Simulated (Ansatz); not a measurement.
System: interstitial Na in monoclinic ZrO2 (charge state +1). The step: one Na atom jumps by itself; the atom moves 1.40 Å along (0.24, -0.08, 0.13) of the unit cell; the moving atom starts with neighbours O at 2.06, O at 2.07, O at 2.17, O at 2.25, O at 2.32; Zr at 2.50 Å and ends with O at 2.06, O at 2.07, O at 2.17, O at 2.25, O at 2.32; Zr at 2.50 Å. A PBE band in Ansatz (plane-wave PAW, the Γ point alone, 96 host sites, 22 SCF runs with any check of the saddle's order, static, no finite-size correction) gives a forward barrier of 0.11 eV. The saddle point's order was not checked, and it lies on a symmetry element of the cell, where a band can be held. The charge state is imposed; whether it is stable for some Fermi level was not computed. Sites that were not tried may lie lower.

Single points at the band's start and saddle point can refine it. Rough cost of one point, in units of the band's mean SCF on the same machine:

```csv
Level,Cost of one point
"PBE, a 2×2×2 k-point mesh shifted by half a step",about 8
"r2SCAN at 500 eV, the Γ point alone",about 3
```

Which of these move the barrier by more than 0.1 eV, and how far does each move it?

Not one does. PBE, a 2×2×2 k-point mesh shifted by half a step: 0.00 eV; r2SCAN at 500 eV, the Γ point alone: +0.01 eV. Each functional is compared with PBE at the same k-points.

Ansatz is an electronic-structure program.
